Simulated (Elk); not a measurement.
Band structure of HoRh (Pm-3m, 2 atoms in the cell).

```xyz
2
Lattice="3.3865 0.0000 0.0000 0.0000 3.3865 0.0000 0.0000 0.0000 3.3865" Properties=species:S:1:pos:R:3 pbc="T T T"
Ho     0.0000     0.0000     0.0000
Rh     1.6932     1.6932     1.6932
```
Moments meant for the start (each program seeds them in its own way; μB, in the order of the atoms Ho Rh): 4.0 0.0.

Method of the run: LDA (PW92), all-electron FP-LAPW, Elk's shipped species files, APW+lo basis with extra local orbitals in Elk 10.2.4.

Settings: xctype = 3; spinpol = true; rgkmax = 7.5; stype = 3; swidth = 0.00183747 Ha; ngridk = 10 10 10; reducebf = 0.7; gmaxvr = 14 1/bohr; nxlo = 2; lorbcnd = true; lmaxi = 2; nempty = 12 per atom; bfcmt = [[0.0, 0.0, -1.0], [0.0, 0.0, 0.0]].

The starting cell comes from a database of computed structures (which also holds hypothetical and non-ambient phases and stackings), without a prior relaxation at this level. Spin-orbit coupling is off. With one magnetic atom in the cell only a parallel order is possible. With U or open f shells several self-consistent states can exist. The f electrons are in the valence without U or exact exchange, which can misplace them near the Fermi level. Spin-orbit terms, which matter for f shells, are left out. Values depend on the basis (sphere radii, cutoffs, local orbitals), which need not be converged.

Levels in eV from the Fermi level, bands 18 to 25 of the first spin channel:
```
point     18     19     20     21     22     23    24    25
-----  -----  -----  -----  -----  -----  -----  ----  ----
Γ      -2.49  -1.58  -1.58  -1.58   2.74   2.76  7.10  7.10
X      -2.19  -1.45  -1.45  -0.96   0.70   0.89  2.95  2.95
M      -2.54  -2.45  -0.60   0.43   2.36   2.37  3.46  6.33
R      -2.27  -0.70  -0.70  -0.70  -0.55  -0.55  5.54  8.35
```

Bands cross the Fermi level along this path, so the cell is metallic at this level.

The net moment of the cell came out as 3.71 μB.
